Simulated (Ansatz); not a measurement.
Take Zr in the hcp (Mg type) structure (space group P6_3/mmc, No. 194; a = 3.182 Å, c = 5.124 Å; relaxed with 0.1 eV smearing) as the base. Axes: x lies along a and z along c of the hexagonal cell.

Method: PBEsol (Ansatz, a first-principles code; PAW; 420 eV plane waves; no spin-orbit coupling).

Before the change:

The pressure comes out as 0.0 GPa and the volume per atom is 22.47 Å³.

Now apply this change: biaxial strain +1.00 %, plane normal [001], relaxed out of plane (Cartesian); in-plane vectors clamped, the third vector and the atoms free.

Task: What does the calculation give for the pressure and volume per atom after the change?

Result: The pressure (mean of the normal stresses, compression positive) goes from zero to -1.0 GPa; the volume per atom goes up by 0.26 Å³ to 22.73 Å³.

Stability against distortions was not tested. The final runs are not spin-polarised.
